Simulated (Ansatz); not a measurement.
# What W → Re does to W

Start from W in the bcc (W type) structure (space group Im-3m, No. 229; a = 3.154 Å).

It is then changed as follows: every W is replaced by Re, then cell and atoms are relaxed.

The values are results of Ansatz (a quantum-chemistry and plane-wave program) PBEsol, spin-orbit coupling left out, not measurements. Γ-centred 21×21×21 mesh, Fermi–Dirac width 0.05 eV.

The density grows by 1.61 g/cm³, from 19.45 g/cm³ to 21.06 g/cm³ and the lattice parameter a decreases by 0.131 bohr, from 5.961 bohr to 5.830 bohr. The space group is still Im-3m (No. 229) and the shortest interatomic distance decreases by 0.113 bohr to 5.049 bohr. The band gap remains zero.

Final structure:

```yaml
crystal:
  lattice:
    - [-1.54256, 1.54256, 1.54256]
    - [1.54256, -1.54256, 1.54256]
    - [1.54256, 1.54256, -1.54256]
  atoms:
    - { symbol: Re, position: [0.00000, 0.00000, 0.00000] }
```

Cost of the whole job for the changed cell (relaxation, final SCF and bands): about 40 core-seconds (a rough figure).

No phonon test of stability was made. For Re in this form, whether it has been made was not checked. The final runs are not spin-polarised. This is not the structure that Re has at room temperature and ambient pressure.
